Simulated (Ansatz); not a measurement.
System: Ti-vacancy pair (Ti on one host Al site, one Al site vacant) in fcc Al (neutral cell). Method: PBE, PAW (plane waves to 420 eV; Ansatz, a quantum-chemistry and plane-wave program).

Settings: 32 host sites, the relaxed PBE lattice, a 3×3×3 k-point mesh shifted by half a step, smearing 0.10 eV, spin-restricted, no image-charge correction. Energies are static. Forms of the defect that were not tried may lie lower. The start lies 0.39 eV above the lowest site run (PBE).

Barriers: single points on a 5×5×5 k-point mesh shifted by half a step at the bands' geometries (they differ from the bands' own by up to 0.10 eV, and are uncertain by about as much).

Relaxed starting cell (atoms counted from 1):

```
Al30Ti
1.0
    8.08392     0.00000     0.00000
    0.00000     8.08392     0.00000
    0.00000     0.00000     8.08392
Ti Al
1 30
Cartesian
 -0.00642  -0.02802  -0.02661
 -0.00668   0.05654   3.99505
 -0.00625   3.99327   0.05828
 -0.00675   4.02929   4.02993
  4.03573  -0.00489  -0.00304
  4.03538   0.00876   4.04538
  4.03590   4.04301   0.00995
  4.03616   4.08473   4.08592
 -0.00656   1.99690   6.09300
 -0.00646   6.09151   1.99785
 -0.00638   6.07347   6.07552
  4.03527   2.03209   2.03409
  4.03570   2.01077   6.09121
  4.03570   6.08951   2.01268
  4.03552   6.07971   6.08145
  1.95992   0.04677   2.00600
  2.00382  -0.00196   6.08572
  1.98467   4.03220   2.04252
  2.00649   4.04941   6.09359
  6.11112   0.04713   2.00624
  6.06747  -0.00209   6.08631
  6.08635   4.03284   2.04314
  6.06477   4.04919   6.09447
  1.96034   2.00437   0.04766
  1.98384   2.04199   4.03333
  2.00412   6.08451  -0.00092
  2.00603   6.09272   4.05036
  6.11143   2.00467   0.04890
  6.08668   2.04187   4.03397
  6.06742   6.08451  -0.00055
  6.06472   6.09311   4.05105
```

End state 1 differs by these moves (Å; atoms that move under 0.08 Å are left out):

```json
[
 {"atom": "1", "element": "Ti", "Δx": "0.00", "Δy": "2.10", "Δz": "2.10"}
]
```

Question: What is the computed forward and backward barriers to end state 1 (PBE, PAW)?

Answer: forward 1.22 eV, backward 1.22 eV; at the saddle point atom 1 has neighbours 4 Al at 2.66, 4 Al at 3.06 Å. The saddle point's order was not checked, and it lies on a symmetry element of the cell, where a band can be held.

End state 2 differs by these moves (Å; atoms that move under 0.08 Å are left out):

| atom | element | Δx | Δy | Δz |
|---|---|---|---|---|
| 3 | Al | 0.00 | -1.95 | 1.91 |

Question: What is the computed forward and backward barriers to end state 2 (PBE, PAW)?

Answer: forward 0.36 eV, backward 0.76 eV; at the saddle point atom 3 has neighbours 2 Al at 2.60, 2 Al at 2.64, Al at 3.00, Al at 3.17, Al at 3.26; Ti at 3.17 Å. The saddle point's order was not checked, and it lies on a symmetry element of the cell, where a band can be held.
